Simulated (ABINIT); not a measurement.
```xyz
10
Lattice="0.0000 5.2114 5.2114 5.2114 0.0000 5.2114 5.2114 5.2114 0.0000" Properties=species:S:1:pos:R:3 pbc="T T T"
Rb     7.8170     7.8170     7.8170
Rb     2.6057     2.6057     2.6057
Cu     5.2114     5.2114     5.2114
Mo     0.0000     0.0000     0.0000
Br     2.5801     5.2114     5.2114
Br     7.8426     5.2114     5.2114
Br     5.2114     2.5801     5.2114
Br     5.2114     7.8426     5.2114
Br     5.2114     5.2114     2.5801
Br     5.2114     5.2114     7.8426
```
Moments meant for the start (each program seeds them in its own way; μB, in the order of the atoms Rb Rb Cu Mo Br Br Br Br Br Br): 0.0 0.0 0.0 2.0 0.0 0.0 0.0 0.0 0.0 0.0.

Method: PBEsol, PAW (JTH v2.0 PBE PAW, files made for PBE) (plane waves; ABINIT 10.0.3).

The set-up and first iterations of an ABINIT log for Rb2CuMoBr6 (Fm-3m, 10 atoms in the cell):

```
 Symmetries : space group Fm -3 m (#225); Bravais cF (face-center cubic)

 -outvars: echo values of preprocessed input variables --------
            acell      1.3927212115E+01  1.3927212115E+01  1.3927212115E+01 Bohr
             ecut      3.00000000E+01 Hartree
           enunit           1
              ixc     -116133
         kptrlatt        2    0    0      0    2    0      0    0    2
          kptrlen      2.78544242E+01
            natom          10
            nband          60
            ngfft          72      72      72
          ngfftdg         100     100     100
             nkpt           3
           nspden           2
           nsppol           2
            nstep          80
             nsym          48
           ntypat           4
           occopt           3
        pawecutdg      6.00000000E+01 Hartree
         pawxcdev           0
            rprim     -0.0000000000E+00  7.0710678120E-01  7.0710678120E-01
   [... lines left out ...]
                       2.4754999890E-01  7.5245000110E-01  2.4754999890E-01
                       7.5245000110E-01  2.4754999890E-01  7.5245000110E-01
                       2.4754999890E-01  2.4754999890E-01  7.5245000110E-01
                       7.5245000110E-01  7.5245000110E-01  2.4754999890E-01
            znucl       37.00000   29.00000   42.00000   35.00000

== DATASET  1 ==================================================================

 Real(R)+Recip(G) space primitive vectors, cartesian coordinates (Bohr,Bohr^-1):
 R(1)=  0.0000000  9.8480261  9.8480261  G(1)= -0.0507716  0.0507716  0.0507716
 R(2)=  9.8480261  0.0000000  9.8480261  G(2)=  0.0507716 -0.0507716  0.0507716
 R(3)=  9.8480261  9.8480261  0.0000000  G(3)=  0.0507716  0.0507716 -0.0507716
 Unit cell volume ucvol=  1.9101944E+03 bohr^3
 Angles (23,13,12)=  6.00000000E+01  6.00000000E+01  6.00000000E+01 degrees

 Coarse grid specifications (used for wave-functions):

 getcut: wavevector=  0.0000  0.0000  0.0000  ngfft=  72  72  72
         ecut(hartree)=     30.000   => boxcut(ratio)=   2.09673

 Fine grid specifications (used for densities):

 getcut: wavevector=  0.0000  0.0000  0.0000  ngfft= 100 100 100
         ecut(hartree)=     60.000   => boxcut(ratio)=   2.05918

   3.19990839E+04                                ecore*ucvol(ha*bohr**3)

_setup2: Arith. and geom. avg. npw (full set) are   15002.625   15002.602
--- !BeginCycle
solver: {iscf: 17, nstep: 80, nline: 4, wfoptalg: 10, }
tolerances: {tolvrs: 1.00E-10, }
...

     iter   Etot(hartree)     deltaE(h) residm    nres2    magn
 ETOT  1  -395.21060132649    -3.95E+02 1.47E+00 1.99E+02 1.117
 ETOT  2  -398.15015431942    -2.94E+00 2.30E-02 5.03E+02 1.114
 ETOT  3  -397.35768827210     7.92E-01 4.07E-01 5.97E+01 2.999
 ETOT  4  -397.34304162715     1.46E-02 2.72E-02 1.53E+01 3.000
 ETOT  5  -397.34235962627     6.82E-04 8.30E-03 1.05E+01 3.000
```

Problem. Will this run converge, and how will it end?

Solution. The run converged in 25 iterations. Convergence of the loop says nothing yet on basis, mesh or lower states. It ends on: free energy E − TS -10812.06 eV; top of the valence band (on the code's own zero) 0.91 eV; gap on the k-point mesh 0.23 eV; pressure 0.15 GPa; largest force (vector length) 0.127 eV/Å; size of the cell's spin moment 3.00 μB; site moments (μB, in the program's spheres or projections) Rb 0.00, Rb 0.00, Cu 0.00, Mo 2.06, Br 0.02, Br 0.02, Br 0.02, Br 0.02, Br 0.02, Br 0.02. The log goes on:

```
   [... 16 lines left out ...]
 ETOT 22  -397.33590646979    -3.13E-11 1.91E-04 3.01E-09 3.000
 ETOT 23  -397.33590646981    -1.79E-11 6.73E-05 4.07E-10 3.000
 ETOT 24  -397.33590646982    -1.17E-11 9.19E-05 2.01E-10 3.000
 ETOT 25  -397.33590646983    -1.07E-11 3.19E-05 2.57E-11 3.000
 At SCF step   25       nres2   =  2.57E-11 < tolvrs=  1.00E-10 =>converged.

 Cartesian components of stress tensor (hartree/bohr^3)
  sigma(1 1)= -5.16699066E-06  sigma(3 2)=  0.00000000E+00
  sigma(2 2)= -5.16699066E-06  sigma(3 1)=  0.00000000E+00
  sigma(3 3)= -5.16699066E-06  sigma(2 1)=  0.00000000E+00

 Integrated electronic and magnetization densities in atomic spheres:
 Radius=ratsph(iatom), smearing ratsm=  0.0000. Diff(up-dn)=approximate z local magnetic moment.
 Atom    Radius    up_density   dn_density  Total(up+dn)  Diff(up-dn)
    1   2.31325     3.440857     3.438885      6.879741     0.001972
    2   2.31325     3.440857     3.438885      6.879741     0.001972
    3   2.00090     8.650820     8.654675     17.305495    -0.003855
    4   2.20740     6.620321     4.564200     11.184521     2.056122
    5   2.20919     2.494461     2.469652      4.964113     0.024810
    6   2.20919     2.494461     2.469652      4.964113     0.024810
   [... lines left out ...]
 Total magnetization (from the atomic spheres):             2.205068
 Total magnetization (exact up - dn):                       3.000005
 Fermi (or HOMO) energy (eV) =   1.02975   Average Vxc (eV)=  -9.07481
   [... lines left out ...]
local_psp           : -3.23620950507105E+02
internal            : -3.97335887892175E+02
'-kT*entropy'       : -1.79314809819339E-05
total_energy        : -3.97335905823656E+02
total_energy_eV     : -1.08120598547283E+04
...

-Cartesian components of stress tensor (GPa)         [Pressure=  1.5202E-01 GPa]
- sigma(1 1)= -1.52018088E-01  sigma(3 2)=  0.00000000E+00
- sigma(2 2)= -1.52018088E-01  sigma(3 1)=  0.00000000E+00
- sigma(3 3)= -1.52018088E-01  sigma(2 1)=  0.00000000E+00

 Calculation completed.
```

For comparison: a first run was changed to give this one (ngkpt: 3 3 3 → 2 2 2), and from it to this one the free energy rises by 17.5 meV/atom, the pressure goes from -0.06 to 0.15 GPa, the largest force goes from 0.176 to 0.127 eV/Å, the gap on the mesh goes from 0.733 to 0.227 eV and the size of the net moment stays at 0.30 μB/atom.

The starting cell comes from a database of computed structures (which also holds hypothetical and non-ambient phases and stackings), without a prior relaxation at this level. Its lattice was rescaled by a random factor within 2.5 % of one. With one magnetic atom in the cell only a parallel order is possible. The potentials were made for another functional than the one used.

The run was DFT, PBEsol, plane waves, PAW (JTH v2.0 PBE PAW, files made for PBE). Main settings of its input:

| setting | value |
|---|---|
| pseudos | [Rb.GGA_PBE-JTH.xml, Cu.GGA_PBE-JTH.xml, Mo.GGA_PBE-JTH.xml, Br.GGA_PBE-JTH.xml] |
| ecut | 30 Ha |
| pawecutdg | 60 Ha |
| pawxcdev | 0 |
| ixc | -116133 |
| nsppol | 2 |
| occopt | 3 |
| tsmear | 0.02 eV |
| ngkpt | 2 2 2 |
| nshiftk | 1 |
| shiftk | 0 0 0 |
| potentials | JTH v2.0 PBE PAW |
